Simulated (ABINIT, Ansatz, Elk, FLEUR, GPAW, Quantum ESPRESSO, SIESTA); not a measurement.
**One structure in several programs: KF (Fm-3m, 2 atoms in the cell)**

Self-consistent single point.

```
KF
1.0
    0.00000     2.65442     2.65442
    2.65442     0.00000     2.65442
    2.65442     2.65442     0.00000
K F
1 1
Direct
  0.00000   0.00000   0.00000
  0.50000   0.50000   0.50000
```

Shared settings, as Ansatz (a program for electronic structure) writes them: kpoints.mp_grid.grid = 6 6 6; scf.occupations.method = fermi_dirac; scf.occupations.width = 0.0015 Ry. Potentials and cutoffs stand in the table.

```
code                                                                                                                                model  gap on the mesh (eV)           cutoff
----------------  -----------------------------------------------------------------------------------------------------------------------  --------------------  ---------------
Elk                                        PBE, all-electron FP-LAPW, Elk's shipped species files, APW+lo basis with extra local orbitals                 6.358         rgkmax 8
ABINIT                                                                                                        PBE, PAW (JTH v2.0 PBE PAW)                 6.276            48 Ry
SIESTA            GGA PBE, numerical atomic orbitals DZP, PseudoDojo PBE standard norm-conserving potentials (rewritten from UPF to PSML)                 5.617      grid 350 Ry
Ansatz                                                                                                                     PBE, PAW files                 6.287          30.9 Ry
Quantum ESPRESSO                                                          PBE, PseudoDojo standard norm-conserving (PBE) pseudopotentials                 6.303            85 Ry
GPAW                                                                                         PBE, GPAW PAW datasets PBE (gpaw-data 1.0.1)                 6.285           950 eV
FLEUR                                                                        PBE, all-electron FLAPW (FLEUR), scalar-relativistic valence                 6.442  Kmax 3.8 1/bohr
```

Gaps are read on the mesh.

The spread over the programs that give each value: gap on the mesh within 0.825 eV.

SIESTA uses small atom-centred bases, whose incompleteness enters pressures, forces and empty levels differently from a plane-wave cutoff. Elk and FLEUR treat all electrons, but the usual bases taken here (sphere radii, linearisation, local orbitals, empty states) were not tested for convergence, so the values are no reference for the others. In the pressure, SIESTA (by 2.95) lies more than 1 GPa from the median of the plane-wave programs. In the gap, SIESTA (by 0.669) and FLEUR (by 0.156) lie more than 0.12 eV from the median of the plane-wave programs.

On the base mesh (9 9 9) the same programs gave: Ansatz pressure 1.95 GPa, gap on the mesh 6.287 eV; Quantum ESPRESSO pressure 2.02 GPa, gap on the mesh 6.304 eV; ABINIT pressure 2.11 GPa, gap on the mesh 6.276 eV; GPAW gap on the mesh 6.285 eV; Elk gap on the mesh 6.358 eV; FLEUR gap on the mesh 6.442 eV; SIESTA pressure -0.64 GPa, gap on the mesh 5.619 eV.

The starting cell comes from a database of computed structures (which also holds hypothetical and non-ambient phases and stackings), without a prior relaxation at this level.

Left out of this page: CP2K (on another mesh).

Keys are those of Ansatz 0.2.
